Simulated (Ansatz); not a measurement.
Si under load (space group Imma), r2SCAN with spin-orbit coupling, rigid bands run with Ansatz (an electronic-structure program). Condition of this run: uniaxial stress along [110] of 1 GPa (compression positive) (the target of the relaxation). Band gap 0.70 eV, N_c = 2.18e19 cm⁻³ and N_v = 1.00e19 cm⁻³ at 300 K, conductivity masses along y (a = (-0.01, 2.71, 2.73) Å; b = (2.71, -0.01, 2.73) Å; c = (2.71, 2.71, 0.00) Å) of 0.321 mₑ (electrons) and 0.314 mₑ (holes). Take k_BT = 0.02585 eV.

Task: What built-in voltage has an abrupt junction with N_A = 1e17 and N_D = 1e17 cm⁻³, all dopants ionised?

Result: V_bi = E_g/e − (k_BT/e) ln(N_c N_v/(N_A N_D)) = 0.70 − 0.02585 × 9.99 = 0.44 V, for the computed gap.

Task: A film of it is 3 nm thick, with its normal along the direction named. Estimate the confinement energies in an infinite well.

Result: ħ²π²/(2m t²) = 0.376 eV·nm²/(m/mₑ × t²) gives 130 meV for electrons and 133 meV for holes, so the gap would widen to about 0.96 eV. Finite barriers and nonparabolic bands lower this, and with several valleys or bands the heaviest mass along the normal sets the lowest level, not this average.

Task: What thermal injection velocity √(2k_BT/πm) limits a ballistic channel along the direction named?

Result: 9.50e6 cm/s for electrons and 9.60e6 cm/s for holes, a ratio of √(m_h/m_e) = 0.989, for dilute carriers.

Rigid bands with the computed gap; masses take one relaxation time for all states.
